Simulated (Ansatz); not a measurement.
Start from CdTe in the zinc blende structure (space group F-43m, No. 216; a = 6.489 Å).

Method: PBEsol, PAW, 420 eV (Ansatz, an electronic-structure program; spin-orbit coupling left out).

Base values:

```
Quantity             Value
-------------  -----------
Band gap           0.65 eV
Gap character  direct at Γ
```

Perturbation: a negative pressure, −1 GPa.

Question: What happens to the band gap and gap character?

Answer: The band gap shrinks by 0.074 eV (0.65 eV → 0.57 eV); the gap character is still direct at Γ.

Spin-orbit coupling, missing from the scalar runs, can matter with Te. Load acts through the strain it causes; cell and atoms are relaxed under it. No phonon test of stability was made.
